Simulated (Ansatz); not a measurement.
The parent structure is CdSiP₂ in the chalcopyrite structure (space group I-42d, No. 122; a = 5.644 Å, c = 10.500 Å). Axes: x, y, z lie along a, b, c of the conventional cell.

The change: biaxial strain +2.22 %, plane normal [001], relaxed out of plane (Cartesian); in-plane vectors clamped, the third vector and the atoms free.

The values are results of Kohn–Sham DFT with the PBEsol functional, run in Ansatz (a quantum-chemistry and plane-wave program) with PAW and 420 eV plane waves, no SOC, not measurements.

Base, band edges from the VBM (valence, conduction): M -0.81, 1.81; G -0.71, 2.10; R -0.71, 2.10; X -0.46, 1.84; Γ 0.00, 1.24; S₀ -0.25, 1.66; S -0.25, 1.66; N -0.57, 2.43; P -0.79, 2.48 eV.

### Question
Give the band edges at the high-symmetry points of the new zone, measured from its valence-band maximum.

### Answer
```tsv
point	valence edge (eV)	conduction edge (eV)
Γ	0.00	1.04
X	-0.54	1.65
P	-0.95	2.24
N	-0.63	2.31
M	-0.91	1.79
S	-0.27	1.63
S₀	-0.27	1.63
R	-0.75	1.96
G	-0.75	1.96
```

The gap is 1.04 eV, direct at Γ.

Stability against distortions was not tested.
